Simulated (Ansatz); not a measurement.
For GaN (model structure, P6₂22, No. 180, 6 atoms in the cell), PBE-D3(BJ) in Ansatz (PAW) gives:

| Item | Value |
|---|---|
| lattice constant a | 3.137 Å |
| c axis length | 7.396 Å |
| cohesive energy | 4.30 eV/atom |

What does r²SCAN+rVV10 (PAW; Ansatz, a first-principles code) give for the same quantities?


- lattice constant a: 3.117 Å (decreases by 0.6 %)
- lattice parameter c: 7.360 Å (shrinks by 0.5 %)
- cohesive energy: 4.25 eV/atom (falls by 0.05 eV/atom)

Changes are worked out from the printed values.

Unless a cell is named, each level is at its own relaxed cell (PBE-D3(BJ) 10.50, r²SCAN+rVV10 10.32 Å³/atom).

Ansatz's density-functional and Hartree–Fock values are scalar-relativistic unless marked +SOC, with PAW data made under PBE.

A model structure was made by putting elements into a prototype or built by hand; it is no filed structure, need not be a known phase, and can be a saddle point held by its symmetry.
